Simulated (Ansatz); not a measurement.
Results of BLYP in Ansatz (PAW) for Al2Cu (I4/mcm, No. 140).

Settings: plane-wave cutoff 520 eV, 14×14×14 k mesh, Fermi–Dirac smearing 0.05 eV, no spin polarisation, scalar-relativistic PAW data made under PBE.

Shape and atoms are relaxed at each volume.

Pressure at four volumes; x = ln(V/15.622 Å³). One pressure is withheld.

| V (Å³/atom) | x | P (GPa) |
|---|---|---|
| 14.997 | -0.0408 | ? |
| 15.309 | -0.0202 | 1.72 |
| 15.622 | 0.0000 | 0.00 |
| 16.246 | 0.0392 | -2.87 |

Question: Pass a parabola P(x) through the three rows shown, estimate the bulk modulus and its pressure derivative near zero pressure, and predict the withheld pressure.

Answer: Slopes between the rows: (0.00 − (1.72))/(0.0000 − (-0.0202)) = -85.15 and (-2.87 − (0.00))/(0.0392 − (0.0000)) = -73.21 GPa. Their difference over the span 0.0594 is c = 11.94/0.0594 = 201.0 GPa, so P(x) = 1.72 + (-85.15)(x − (-0.0202)) + 201.0 (x − (-0.0202))(x − (0.0000)). At the middle row B = −dP/dx = −[-85.15 + 201.0 × 0.0202] = 81.1 GPa, and B′ = dB/dP = 2c/B = 5.0. At x = -0.0408 the parabola gives 3.64 GPa; the run gives 3.64 GPa. The Birch–Murnaghan fit to the energies at all volumes has B0 = 80.6 GPa and B′ = 4.9.

Note: the volume lies 6 % above that of the published cell.

Ansatz is an electronic-structure program.
